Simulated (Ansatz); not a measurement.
## NbSi (model structure, started from the NiAs type, P6₃/mmc, No. 194, 4 atoms in the cell): properties by level of theory

```csv
level (code),lattice constant a (Å),c axis length (Å)
PBE (Ansatz),3.054,8.024
PBEsol (Ansatz),___,8.018
PBE-D3(BJ) (Ansatz),2.999,8.016
```

Task: What belongs in the gaps?

Result: 
- PBEsol (Ansatz, an electronic-structure program), lattice constant a (Å): 3.013

Ansatz's density-functional and Hartree–Fock values are scalar-relativistic unless marked +SOC, with PAW data made under PBE.

A model structure was made by putting elements into a prototype or built by hand; it is no filed structure, need not be a known phase, and can be a saddle point held by its symmetry.
